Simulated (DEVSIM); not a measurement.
Structure: W/SiO2/n-Si capacitor, at 400 K.

Layer 1 from the left is SiO2, thickness (nm) 31.0. Layer 2 from the left is Si, thickness (nm) 3000, Nd (cm⁻³) 3.6e16.

Metal gate on the left, work function 4.6 eV. Fixed charge at the semiconductor interface 0 cm⁻² (in units of +e); no interface traps.

The device is made up for the run: typed textbook-type constants, with dimensions and the other settings drawn at random. Values at 300 K; Nc and Nv go as T^1.5, mobilities as T to minus their exponent, the gap by Varshni's rule with the affinity fixed.

SiO2: gap (eV) 9, affinity (eV) 0.9, permittivity 3.9. Si: gap (eV) 1.124, affinity (eV) 4.05, permittivity 11.7, Nc (cm⁻³) 2.86e19, Nv (cm⁻³) 3.1e19, Varshni α (eV/K) 0.000473, Varshni β (K) 636.

Simulated with DEVSIM: 1D Poisson equation in equilibrium, Boltzmann statistics, complete ionisation; no quantum confinement or tunnelling. Metal contacts follow the ideal Schottky-Mott rule: no Fermi-level pinning, no interface dipoles.

Task: What does the simulation give for the flat-band voltage, the minimum of the low-frequency capacitance?

Result: flat-band voltage 0.30 V; minimum of the low-frequency capacitance 0.0482 μF/cm².
